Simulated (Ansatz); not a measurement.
Ansatz (a program for electronic structure), DFT, PBE, plane waves, its default PAW files: fcc Cu, atoms displaced, 4 atoms. Basis and mesh were picked for this test and aren't claimed converged.

Ansatz 0.2 input:
```yaml
crystal:
  lattice:
    - [3.615, 0.0, 0.0]
    - [0.0, 3.615, 0.0]
    - [0.0, 0.0, 3.615]
  atoms:
    - { symbol: Cu, position: [0.004751, 0.999414, 0.001307] }
    - { symbol: Cu, position: [0.996967, 0.500822, 0.510135] }
    - { symbol: Cu, position: [0.510636, 0.006328, 0.50275] }
    - { symbol: Cu, position: [0.499845, 0.50071, 0.0011] }
kpoints:
  mp_grid: { grid: [10, 10, 10] }
hamiltonian:
  xc: pbe
  pseudopotentials: { kind: paw }
scf:
  occupations: { method: fermi_dirac, width: 0.1 }
output:
  forces: true
```

```bash
OMP_NUM_THREADS=96 ANSATZ_TIMINGS=1 ansatz run --backend cpu --threads 96 --kpoint-pools 1 --slots 48 --max-ram 200GiB --events-out run.ndjson --runs-dir run.runs --progress --plain run.yaml
```

The program reports k-points after symmetry: 504, bands at the start: 43, electrons: 76, plane waves at Γ: 925, cutoff (eV): 420, FFT grid: 25×25×25, symmetry operations: 1.

It runs on a single node (AMD EPYC (Zen 5), 96 cores on 1 socket, no SMT, 12 L3 cache groups).

On 96 threads this takes 1.4 s. Wall times, medians of two to five repeats, each run alone on the node (launch to exit). Processes are pinned to neighbouring cores unless said otherwise. Build: release build for x86-64 with AVX-512, one process with threads. Other compilers and libraries give other times. Scratch files lie in a memory file system.

Q: Speed this job up; the result has to stay within 1.0 meV/atom in energy, 10 meV/Å in forces (largest component). Keep to 96 cores.

A: Several could match; the one computed here: going from --kpoint-pools 1, --slots 48 to --kpoint-pools auto (default), --slots auto (default), the fastest of the measured ones that keep the result.

```diff
-OMP_NUM_THREADS=96 ANSATZ_TIMINGS=1 ansatz run --backend cpu --threads 96 --kpoint-pools 1 --slots 48 --max-ram 200GiB --events-out run.ndjson --runs-dir run.runs --progress --plain run.yaml
+OMP_NUM_THREADS=96 ANSATZ_TIMINGS=1 ansatz run --backend cpu --threads 96 --max-ram 200GiB --events-out run.ndjson --runs-dir run.runs --progress --plain run.yaml
```

Time: 1.4 s to 0.94 s (1.5× as fast). The largest move is in band solves (diag): 0.83 s to 0.44 s. The band solves carry the change: the iterations make 284821 against 284821 applications of H to a band, at 0.0029 against 0.0015 ms of diag time each. What the program resolved moves too: eigensolver slots from 48 to 96. These two results differ by: energy equal as printed, forces (largest component) equal as printed. Others tried: --kpoint-pools 1, --slots 24 (1.7 s); --kpoint-pools 1, --slots 12 (2.3 s); --kpoint-pools 1, --slots 4 (4.9 s); --kpoint-pools 1, --slots 1 (21 s).
